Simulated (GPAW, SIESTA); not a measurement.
A SIESTA input for a self-consistent single point of CaMg6Sn (Amm2, 8 atoms in the cell) (DFT, LDA PW92, numerical atomic orbitals DZP, PseudoDojo LDA standard norm-conserving potentials (rewritten from UPF to PSML)):

```
# files in the folder: Ca.psml Mg.psml Sn.psml (PseudoDojo LDA standard)
SystemName  CaMg6Sn
SystemLabel siesta

NumberOfAtoms                8
NumberOfSpecies              3
%block ChemicalSpeciesLabel
  1 20 Ca
  2 12 Mg
  3 50 Sn
%endblock ChemicalSpeciesLabel
LatticeConstant              1.0 Ang
%block LatticeVectors
     5.207360000    0.000000000    0.000000000
     0.000000000    3.203240000    5.920790000
     0.000000000   -3.203240000    5.920790000
%endblock LatticeVectors
AtomicCoordinatesFormat      Fractional
%block AtomicCoordinatesAndAtomicSpecies
     0.500000000    0.169450000    0.169450000  1
     0.500000000    0.666440000    0.168340000  2
     0.500000000    0.168340000    0.666440000  2
     0.000000000    0.826250000    0.331450000  2
     0.000000000    0.331450000    0.826250000  2
     0.000000000    0.337390000    0.337390000  2
     0.000000000    0.835380000    0.835380000  2
     0.500000000    0.665290000    0.665290000  3
%endblock AtomicCoordinatesAndAtomicSpecies

XC.functional                LDA
XC.authors                   PW92
PAO.BasisSize                DZP
PAO.EnergyShift              0.01 Ry
MeshCutoff                   400 Ry
%block kgrid.MonkhorstPack
    4   0   0  0.0
    0   3   0  0.0
    0   0   3  0.0
%endblock kgrid.MonkhorstPack
OccupationFunction           FD
ElectronicTemperature        1160.45 K

MaxSCFIterations             150
SCF.Mixer.Method             Broyden
SCF.Mixer.Weight             0.2
SCF.Mixer.History            6
SCF.DM.Tolerance             1.0E-04
Diag.ParallelOverK           true
WriteForces                  true
```

Translate this input to GPAW.

This is the input that was run; spellings and numerical settings could be chosen otherwise.

```python
from ase import Atoms
from ase.units import GPa
from gpaw import GPAW, PW, FermiDirac

atoms = Atoms(['Ca', 'Mg', 'Mg', 'Mg', 'Mg', 'Mg', 'Mg', 'Sn'],
              cell=[[5.207360, 0.000000, 0.000000],
                    [0.000000, 3.203240, 5.920790],
                    [0.000000, -3.203240, 5.920790]],
              positions=[[2.603680, 0.000000, 2.006556],
                         [2.603680, 1.595534, 4.942557],
                         [2.603680, -1.595534, 4.942557],
                         [0.000000, 1.584963, 6.854499],
                         [0.000000, -1.584963, 6.854499],
                         [0.000000, -0.000000, 3.995231],
                         [0.000000, 0.000000, 9.892219],
                         [2.603680, -0.000000, 7.878085]],
              pbc=True)

calc = GPAW(mode=PW(800),
            xc='LDA',
            kpts={'size': (4, 3, 3), 'gamma': True},
            occupations=FermiDirac(0.1),
            nbands=-14,
            convergence={'density': 1e-05, 'energy': 1e-05},
            symmetry={'symmorphic': False, 'tolerance': 0.0005},
            maxiter=120,
            txt='-')

atoms.calc = calc

energy = atoms.get_potential_energy()
print('Energy (eV):', round(energy, 6))
forces = atoms.get_forces()
print('Forces (eV/Ang):')
print(forces.round(5))
stress = atoms.get_stress()
print('Stress (GPa, Voigt):', (stress / GPa).round(4))
```

Basis, cutoffs, solver keys and any potentials are the target program's own. This input uses DFT LDA (Perdew-Wang 92), plane waves, GPAW PAW datasets LDA (gpaw-data 1.0.1). LDA parametrisations can differ slightly between programs.

The starting cell comes from a database of computed structures (which also holds hypothetical and non-ambient phases and stackings), without a prior relaxation at this level.
